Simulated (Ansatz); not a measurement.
## C: C → Ru

Consider C (space group Fmmm, No. 69; a = 2.4562 Å, b = 4.2509 Å, c = 6.7530 Å; layered, stacked along the Cartesian z axis).

One thing is altered: every C is replaced by Ru, then cell and atoms are relaxed.

The values are results of plane-wave PAW DFT at the r2SCAN+rVV10 level (Ansatz, a quantum-chemistry and plane-wave program, 500 eV), no spin-orbit coupling, not measurements. Γ-centred 24×24×24 mesh, Fermi–Dirac width 0.05 eV, for the changed cell.

The density goes up by 8.933 g/cm³ (2.26 g/cm³ → 11.20 g/cm³) and the space group goes from Fmmm (No. 69) to I4/mmm (No. 139). The shortest interatomic distance goes up by 1.007 Å to 2.424 Å and the band gap is still zero.

Final structure:

```
Ru
1.0
   -1.35890     1.35890     4.05881
    1.35890    -1.35890     4.05881
    1.35890     1.35890    -4.05881
Ru
2
Direct
  0.14931   0.14931   0.00000
  0.85069   0.85069   0.00000
```

Cost of the whole job for the changed cell (relaxation, final SCF and bands): about 30 core-minutes (a rough figure).

Stability against distortions was not tested. As relaxed here, Ru is a hypothetical phase, not in the database extracts checked. The base started in Cmme and relaxed to Fmmm at this level. All final runs are without spin polarisation. This is not the structure that C has at room temperature and ambient pressure.
